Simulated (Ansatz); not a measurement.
Consider C in the diamond structure (space group Fd-3m, No. 227; a = 3.554 Å). Axes: x, y, z lie along the cube axes.

Computed with PBEsol/PAW in Ansatz (a program for electronic structure), spin-orbit coupling left out.

Base values:

The band gap is 4.03 eV and the valence-band top at Γ comes out as 0.00, 0.00, 0.00 eV.

The change: the cell is compressed by 2.50 % along z with no lateral relaxation; the atoms relax in the strained cell.

Task: How does this affect the band gap, hole mass, energy relative to the base, stress and valence-band top at Γ?

Result: The band gap falls by 0.608 eV to 3.43 eV; the hole mass amounts to 0.56 mₑ along z, 0.27 mₑ across (at Γ); the energy grows by 12 meV/atom; the stress (xx, yy, zz, yz, xz, xy; compression positive) comes out as (4.09, 4.09, 27.64, 0.00, 0.00, 0.00) GPa; the valence-band top at Γ (three highest levels, from the VBM) changes from 0.00, 0.00, 0.00 eV to 0.00, -0.38, -0.38 eV.

Effective masses come from finite differences of ±0.01 Å⁻¹. Stability against distortions was not tested.
